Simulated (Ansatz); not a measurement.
The parent structure is InPd in the CsCl type structure (space group Pm-3m, No. 221; relaxed with 0.1 eV smearing).

```xyz
2
Lattice="3.2480 0.0000 0.0000 0.0000 3.2480 0.0000 0.0000 0.0000 3.2480" Properties=species:S:1:pos:R:3 pbc="T T T"
In     0.0000     0.0000     0.0000
Pd     1.6240     1.6240     1.6240
```

Cartesian axes are those of the cell as printed.

Level of theory: DFT with PBEsol, PAW potentials and a 420 eV plane-wave cutoff in Ansatz (a program for electronic structure), no SOC.

Before the change:

The pressure is 0.0 GPa.

Now apply this change: tensile biaxial strain of 4.15 % in the plane normal to [001], as in epitaxy on a mismatched substrate; the out-of-plane cell vector and the atoms relax.

Task: Predict the new ratio −ε⊥/ε∥.

Result: The ratio −ε⊥/ε∥ comes out as 1.37.

Task: How does this affect the pressure?

Result: The pressure (mean of the normal stresses, compression positive) goes from zero to -2.7 GPa.

Task: What happens to the energy relative to the base?

Result: The energy grows by 16 meV/atom.

No phonon test of stability was made. The final runs are not spin-polarised.
